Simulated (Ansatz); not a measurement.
SiC under load (space group I-4m2), r2SCAN with spin-orbit coupling, rigid bands run with Ansatz (a quantum-chemistry and plane-wave program). Condition of this run: biaxial stress xx = yy = -2 GPa (compression positive) (the target of the relaxation). Band gap 1.64 eV, N_c = 5.48e18 cm⁻³ and N_v = 4.94e19 cm⁻³ at 300 K, conductivity masses along z (a = (0.00, 2.19, 2.17) Å; b = (2.19, 0.00, 2.17) Å; c = (2.19, 2.19, 0.00) Å) of 0.524 mₑ (electrons) and 0.668 mₑ (holes). Take k_BT = 0.02585 eV.

Q: What thermal injection velocity √(2k_BT/πm) limits a ballistic channel along the direction named?

A: 7.43e6 cm/s for electrons and 6.58e6 cm/s for holes, a ratio of √(m_h/m_e) = 1.13, for dilute carriers.

Q: A film of it is 3 nm thick, with its normal along the direction named. Estimate the confinement energies in an infinite well.

A: ħ²π²/(2m t²) = 0.376 eV·nm²/(m/mₑ × t²) gives 79.7 meV for electrons and 62.5 meV for holes, so the gap would widen to about 1.78 eV. Finite barriers and nonparabolic bands lower this, and with several valleys or bands the heaviest mass along the normal sets the lowest level, not this average.

Q: What built-in voltage has an abrupt junction with N_A = 1e17 and N_D = 1e17 cm⁻³, all dopants ionised?

A: V_bi = E_g/e − (k_BT/e) ln(N_c N_v/(N_A N_D)) = 1.64 − 0.02585 × 10.21 = 1.38 V, for the computed gap.

Rigid bands with the computed gap; masses take one relaxation time for all states.
